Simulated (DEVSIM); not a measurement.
Device: Cr/Al2O3/p-Si capacitor, at 300 K.

| layer (left to right) | material | thickness (nm) | Na (cm⁻³) |
|---|---|---|---|
| 1 | Al2O3 | 12.0 | - |
| 2 | Si | 5200 | 1.2e16 |

Metal gate on the left, work function 4.5 eV. Fixed charge at the semiconductor interface 0 cm⁻² (in units of +e); interface traps 2e12 cm⁻² eV⁻¹, uniform in energy, neutral level at 0.3 of the gap above the valence band.

This is a model device: material constants are rounded textbook-type values typed into the input, and sizes, dopings and lifetimes were drawn at random. Values at 300 K.

| parameter | Al2O3 | Si |
|---|---|---|
| gap (eV) | 6.8 | 1.124 |
| affinity (eV) | 1.35 | 4.05 |
| permittivity | 9 | 11.7 |
| Nc (cm⁻³) | - | 2.86e19 |
| Nv (cm⁻³) | - | 3.1e19 |

Simulated with DEVSIM: 1D Poisson equation in equilibrium, Boltzmann statistics, complete ionisation; no quantum confinement or tunnelling. Metal contacts follow the ideal Schottky-Mott rule: no Fermi-level pinning, no interface dipoles.

Q: Tabulate band edges, carrier densities and field at 0.0 V on the gate.

A: Energies count from the Fermi level of the right contact; mesh points crowd at the junctions.

| x (μm) | Ec (eV) | Ev (eV) | n (cm⁻³) | p (cm⁻³) | field (V/cm) |
|---|---|---|---|---|---|
| 0.000 | 3.150 | -3.650 | < 1e2 | < 1e2 | 120000 |
| 0.001413 | 3.167 | -3.633 | < 1e2 | < 1e2 | 120000 |
| 0.004203 | 3.201 | -3.599 | < 1e2 | < 1e2 | 120000 |
| 0.008360 | 3.251 | -3.549 | < 1e2 | < 1e2 | 120000 |
| 0.01143 | 3.288 | -3.512 | < 1e2 | < 1e2 | 120000 |
| 0.01258 | 0.597 | -0.527 | 2.7e9 | 4.3e10 | 33000 |
| 0.01491 | 0.604 | -0.520 | 2.0e9 | 5.8e10 | 33000 |
| 0.02371 | 0.633 | -0.491 | 6.8e8 | 1.7e11 | 31000 |
| 0.04086 | 0.683 | -0.441 | 9.5e7 | 1.2e12 | 28000 |
| 0.08088 | 0.781 | -0.343 | 2200000 | 5.3e13 | 21000 |
| 0.1742 | 0.897 | -0.227 | 24000 | 4.8e15 | 5500 |
| 0.5280 | 0.921 | -0.203 | 9700 | 1.2e16 | ≈ 0 |
| 1.217 | 0.921 | -0.203 | 9700 | 1.2e16 | ≈ 0 |
| 2.782 | 0.921 | -0.203 | 9700 | 1.2e16 | ≈ 0 |
| 4.419 | 0.921 | -0.203 | 9700 | 1.2e16 | ≈ 0 |
| 4.873 | 0.921 | -0.203 | 9700 | 1.2e16 | ≈ 0 |
| 5.072 | 0.921 | -0.203 | 9700 | 1.2e16 | ≈ 0 |
| 5.153 | 0.921 | -0.203 | 9700 | 1.2e16 | ≈ 0 |
| 5.193 | 0.921 | -0.203 | 9700 | 1.2e16 | ≈ 0 |
| 5.205 | 0.921 | -0.203 | 9700 | 1.2e16 | ≈ 0 |
| 5.210 | 0.921 | -0.203 | 9700 | 1.2e16 | ≈ 0 |
| 5.212 | 0.921 | -0.203 | 9700 | 1.2e16 | ≈ 0 |
